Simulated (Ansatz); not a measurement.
The cell is built on a prototype and need not be the phase stable at ambient conditions.

Tunnelling through a barrier is set by its complex band structure: the current falls as exp(−2κd) with the smallest κ.

Input:

```yaml
crystal:
  lattice:
    - [5.91609, 0.00000, 0.00000]
    - [-2.95805, 5.12349, 0.00000]
    - [2.95805, 1.70783, 2.41523]
  atoms:
    - { symbol: Ba, position: [0.00000, 0.00000, 0.00000] }
    - { symbol: Hf, position: [0.00000, 0.50000, 0.50000] }
    - { symbol: O, position: [0.50000, 0.50000, 0.00000] }
    - { symbol: O, position: [0.00000, 0.50000, 0.00000] }
    - { symbol: O, position: [0.50000, 0.00000, 0.00000] }
```

Space group of this cell: Pm-3m, cubic perovskite. The cell was relaxed by PBE-D3(BJ); by r2SCAN its mean pressure is -0.8 GPa.

Transport runs along the normal of the first two printed cell vectors.

No gap correction and no spin-orbit coupling; mid-gap values are interpolated between computed energies.

Task: Give the band gap and the smallest decay constant κ at mid-gap that r2SCAN run with Ansatz (a quantum-chemistry and plane-wave program) yields.

Result: Gap 4.18 eV on a 12×12×12 mesh; κ = 0.352 1/Å, at the zone centre.
